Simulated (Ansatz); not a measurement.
The structure below was relaxed with plane-wave PAW DFT at the PBE level (Ansatz, a first-principles code, 420 eV), scalar-relativistic without spin-orbit coupling.

Space group R3m, hexagonal axes (No. 160); a = b = 4.2768 Å, c = 44.3651 Å, α = β = 90.00°, γ = 120.00°

| atom | site | symmetry | x | y | z |
|---|---|---|---|---|---|
| Se | 3a | 3m | 0.0000 | 0.0000 | 0.0621 |
| Se | 3a | 3m | 0.0000 | 0.0000 | 0.8110 |
| As | 3a | 3m | 0.0000 | 0.0000 | 0.5604 |
| As | 3a | 3m | 0.0000 | 0.0000 | 0.3111 |
| Cd | 3a | 3m | 0.0000 | 0.0000 | 0.0017 |
| Cd | 3a | 3m | 0.0000 | 0.0000 | 0.7510 |
| Cd | 3a | 3m | 0.0000 | 0.0000 | 0.5008 |
| Cd | 3a | 3m | 0.0000 | 0.0000 | 0.2518 |

**Question.** Write out a cell with all atoms.

**Answer.** 
```
Cd2AsSe
1.0
    4.27684     0.00000     0.00000
   -2.13842     3.70385     0.00000
    0.00000     0.00000    44.36514
Se As Cd
6 6 12
Direct
  0.00000   0.00000   0.06212
  0.66667   0.33333   0.14437
  0.66667   0.33333   0.39545
  0.33333   0.66667   0.47771
  0.33333   0.66667   0.72879
  0.00000   0.00000   0.81104
  0.33333   0.66667   0.22711
  0.00000   0.00000   0.31114
  0.00000   0.00000   0.56045
  0.66667   0.33333   0.64447
  0.66667   0.33333   0.89378
  0.33333   0.66667   0.97780
  0.00000   0.00000   0.00165
  0.66667   0.33333   0.08436
  0.33333   0.66667   0.16747
  0.00000   0.00000   0.25178
  0.66667   0.33333   0.33499
  0.33333   0.66667   0.41769
  0.00000   0.00000   0.50080
  0.66667   0.33333   0.58511
  0.33333   0.66667   0.66832
  0.00000   0.00000   0.75102
  0.66667   0.33333   0.83414
  0.33333   0.66667   0.91845
```
This is the conventional cell.

Each cell is one ordered arrangement of few atoms, which overstates ordering effects compared with a random alloy. No phonon test of stability was made. The final runs are not spin-polarised. The cell was made from CdSe by this change: x(As) = 0.5, 8 atoms, R3m.
